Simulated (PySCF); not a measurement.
PySCF 2.14.0, HF/def2-svp: cluster of 9 water molecules, 27 atoms. The geometry is a generated start, not checked to be a minimum at this level.

```yaml
task: energy
method: hf
basis: def2-svp
two_electron_scheme: exact four-centre integrals
mol.max_memory: 4000 MB
mf.init_guess: minao (default)
mf.DIIS: CDIIS (default)
mf.diis_space: 8 (default)
mf.conv_tol: 1e-09 (default)
basis_functions: 216
```

It runs on a single node (Arm Neoverse V2, 96 cores on 1 socket, no SMT, 1 L3 cache group).

Wall times, medians of two to five repeats, each run alone on the node (launch to exit). Unless noted, each process is bound to its own block of adjacent cores. The times hold for this build (PyPI wheel: OpenMP (GNU), a bundled serial OpenBLAS 0.3.3 under its C layer, NumPy's threaded OpenBLAS held to generic ARMv8 kernels, libcint, Libxc). Scratch files lie in a memory file system.

Started as
```bash
OMP_NUM_THREADS=32 OPENBLAS_NUM_THREADS=1 python -u run.py
```
(32 threads, 1 BLAS thread, two_electron_scheme = exact four-centre integrals, mf.with_df.grids_level_i = not set, mf.with_df.grids_level_f = not set) it takes 1.2 s and 12 Fock builds (products with the orbital Hessian counted alike).

Problem. Estimate the wall time with two_electron_scheme = COSX exchange (sgx_fit, pjs) with fitted J, mf.with_df.grids_level_i = 1, mf.with_df.grids_level_f = 4.

Solution. About 17 s (2 runs within 2 %): 13× as long. Launch, exit and the like take 0.44 s of the 1.2 s. Change in the result: energy 0.26 meV/atom.
